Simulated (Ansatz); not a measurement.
Results of HSE06 in Ansatz (plane waves, PAW) for GeSe (Fm-3m, No. 225, 2 atoms in the cell; start mp-10759; another space group than a measured phase of this formula).

Settings: plane-wave cutoff 460 eV, 8×8×8 k mesh, Fermi–Dirac smearing 0.01 eV, scalar-relativistic PAW data made under PBE.

Cell (relaxed with PBEsol):

```yaml
crystal:
  lattice:
    - [0.00000, 2.78046, 2.78046]
    - [2.78046, 0.00000, 2.78046]
    - [2.78046, 2.78046, 0.00000]
  atoms:
    - { symbol: Ge, position: [0.00000, 0.00000, 0.00000] }
    - { symbol: Se, position: [0.50000, 0.50000, 0.50000] }
```

Problem. Estimate the band gap and Γ–Γ gap that the calculation returns.

Solution. 
* **band gap**: 0.03 eV (on the SCF k mesh) (direct)
* **Γ–Γ gap**: 7.71 eV

Note: cell and atoms aren't relaxed at this level (pressure 2.1 GPa).

Spin–orbit coupling is not included; it can close the smallest gap of 0.03 eV.

The computed numbers hold no vibrational or temperature effects.

The result took about 2.5 core-minutes (a rough figure).

A start named mp-… is a Materials Project structure, which need not be a measured phase.

Ansatz is a program for electronic structure.
